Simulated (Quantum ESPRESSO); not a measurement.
Checking a run of Quantum ESPRESSO on ZrTi₂H₄ (Fd-3m, 14 atoms in the cell). The aim is a self-consistent single point with DFT, LDA (PW92), plane waves, PseudoDojo standard norm-conserving (LDA) pseudopotentials.

Cell that was meant: a = 5.7496 Å, b = 5.7496 Å, c = 5.7496 Å, α = 60.00°, β = 60.00°, γ = 60.00°.

Part of the input:

```fortran
  ibrav = 0
  nat = 14
  ntyp = 3
  ecutwfc = 13
  occupations = 'smearing'
  smearing = 'marzari-vanderbilt'
  degauss = 0.0099958
```

The program printed (abridged):

```
     Message from routine setup:
     using ibrav=0 with symmetry is DISCOURAGED, use correct ibrav instead
     G-vector sticks info
   [... lines left out ...]
        k(    7) = (   0.0000000  -0.2828427   0.2828427), wk =   0.1920000
        k(    8) = (   0.5656854   0.0000000   0.0000000), wk =   0.0960000
        k(    9) = (   0.0000000  -0.5656854   0.5656854), wk =   0.1920000
        k(   10) = (  -0.1414214  -0.4242641   0.7071068), wk =   0.3840000

     Dense  grid:     5769 G-vectors     FFT dimensions: (  32,  32,  32)

     Initial potential from superposition of free atoms

     starting charge      79.9906, renormalised to      80.0000

     negative rho (up, down):  5.994E-03 0.000E+00
     Self-consistent Calculation

     iteration #  1     ecut=    13.00 Ry     beta= 0.70

     total energy              =    -656.06343004 Ry
     estimated scf accuracy    <      12.44238874 Ry

     iteration #  2     ecut=    13.00 Ry     beta= 0.70

     total energy              =    -656.54093191 Ry
     estimated scf accuracy    <       7.33999723 Ry

     iteration #  3     ecut=    13.00 Ry     beta= 0.70

     total energy              =    -657.68872398 Ry
     estimated scf accuracy    <       6.77826698 Ry

   [... 10 blocks of this kind left out ...]

     iteration # 14     ecut=    13.00 Ry     beta= 0.70

     total energy              =    -659.03626223 Ry
     estimated scf accuracy    <          1.0E-09 Ry

     iteration # 15     ecut=    13.00 Ry     beta= 0.70
     End of self-consistent calculation

     the Fermi energy is    14.4396 ev

!    total energy              =    -659.03626223 Ry
     estimated scf accuracy    <          6.9E-10 Ry
     smearing contrib. (-TS)   =       0.00058242 Ry
     internal energy E=F+TS    =    -659.03684465 Ry

     convergence has been achieved in  15 iterations

     Forces acting on atoms (cartesian axes, Ry/au):

     atom    1 type  1   force =    -0.00000000    0.00000000    0.00000000
     atom    2 type  1   force =     0.00000000    0.00000000    0.00000000
     atom    3 type  2   force =    -0.00000000    0.00000000    0.00000000
     atom    4 type  2   force =     0.00000000    0.00000000   -0.00000000
   [... lines left out ...]

     Total force =     0.039257     Total SCF correction =     0.000013

          total   stress  (Ry/bohr**3)                   (kbar)     P=    -5540.77
  -0.03766541  -0.00000000  -0.00000000        -5540.77       -0.00       -0.00
  -0.00000000  -0.03766541  -0.00000000           -0.00    -5540.77       -0.00
  -0.00000000  -0.00000000  -0.03766541           -0.00       -0.00    -5540.77

   JOB DONE.
```

Question: Can these results be used? Check the input.

Answer: The run is not sound. The fault is a basis or grid far too coarse for these potentials. The error of an incomplete plane-wave basis or grid does not cancel at such settings. To fix it, restore the cutoff that the potentials need and check convergence. The run converged in 15 iterations without an error; against the sound input the free energy goes up by 27.4 eV/atom, the pressure goes from -6.50 to -554.1 GPa and the largest force goes from 0.007 to 0.357 eV/Å.

An input that runs soundly differs in these lines (not the only fix; some lines may just follow from the change or write a value another way):
```diff
-  ecutwfc = 13
+  ecutwfc = 85
```

With that input, the run converged in 16 iterations: free energy E − TS -9350.7548 eV; Fermi level (on the code's own zero) 11.72 eV; pressure -6.50 GPa; largest force (vector length) 0.007 eV/Å (DFT, LDA (PW92), plane waves, PseudoDojo standard norm-conserving (LDA) pseudopotentials).

On the sound input: the starting cell comes from a database of computed structures (which also holds hypothetical and non-ambient phases and stackings), without a prior relaxation at this level. Spin polarisation is off. With a pressure of about -6 GPa the cell is away from its equilibrium volume at this level.
